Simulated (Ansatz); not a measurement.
An Ansatz (a first-principles code) input (DFT with PBEsol, PAW potentials and a 420 eV plane-wave cutoff in Ansatz, without spin-orbit coupling):

Ansatz 0.2 input:
```yaml
crystal:
  lattice:
    - [-2.6667088895, 2.6868603421, 5.3774098653]
    - [2.6667088895, -2.6868603421, 5.3774098653]
    - [2.6667088895, 2.6868603421, -5.3774098653]
  atoms:
    - { symbol: Cu, position: [0, 0, 0] }
    - { symbol: Cu, position: [0.75, 0.25, 0.5] }
    - { symbol: Zn, position: [0.25, 0.75, 0.5] }
    - { symbol: Sn, position: [0.5, 0.5, 0] }
    - { symbol: S, position: [0.3703597839, 0.8985436544, 0.0090461044] }
    - { symbol: S, position: [0.1014563456, 0.11050245, 0.4718161295] }
    - { symbol: S, position: [0.88949755, 0.3613136795, 0.9909538956] }
    - { symbol: S, position: [0.6386863205, 0.6296402161, 0.5281838705] }
basis: { ecutwfc: 420, ecutrho_ratio: 4, xc_grid: 2, fft_grid_basis: typed }
kpoints: { mp_grid: { grid: [9, 9, 9] } }
hamiltonian:
  xc: pbesol
  dispersion: none
  pseudopotentials: { kind: paw }
scf: { occupations: { method: fermi_dirac, width: 0.05 }, convergence: { dr2_threshold: 0.0000000008 } }
relax: { f_tol: 0.005, max_steps: 50 }
output: { forces: true, stress: true }
checkpoint: { write: state.ck, write_every: 1000 }
```

Q: Which symmetry and how many k-points will the program report, and about how many plane waves at Γ?

A: Space group C2 (ITA 5) with 2 operations, k-points 205 of 729, and 2969 plane waves at Γ.

Q: And the final pressure?

A: 0.60 GPa (compression positive).

The cells carry an imposed strain or load. Stability against distortions was not tested. The final runs are not spin-polarised. The cell was made from ZnCu$_{2}$SnS$_{4}$ (space group I-4, No. 82) by this change: uniaxial strain ε_xx = −0.75 %.
